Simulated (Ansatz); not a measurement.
A calculation on fluorite CoSi2 returned lattice constant a 5.312 Å, formation enthalpy -0.582 eV/atom.

For reference: lattice constant a 5.365 Å (measured, room temperature, no zero-point or thermal correction; as tabulated in Hegde and Bowen (2014), arXiv:1405.1317); formation enthalpy -0.362 ± 0.01 eV/atom (measured, 298 K, copied from a table, unchecked, no zero-point or thermal correction; as tabulated in Wang et al. (2021), doi:10.1038/s41598-021-94550-5).

Q: Which level of theory produced these numbers?
(A) LDA (Ansatz, a program for electronic structure)
(B) PBEsol (Ansatz)
(C) rVV10 (Ansatz)
(D) r²SCAN (Ansatz)

A: B, PBEsol (Ansatz)

The others give: rVV10 5.384 Å, -0.353 eV/atom; r²SCAN 5.315 Å, -0.411 eV/atom; LDA 5.274 Å, -0.621 eV/atom.

Unless a cell is named, each level is at its own relaxed cell (LDA 12.22, PBEsol 12.49, r²SCAN 12.51, rVV10 13.01 Å³/atom).

The crystal itself was run without spin with rVV10, r²SCAN, LDA, PBEsol.

Ansatz's density-functional and Hartree–Fock values are scalar-relativistic unless marked +SOC, with PAW data made under PBE.
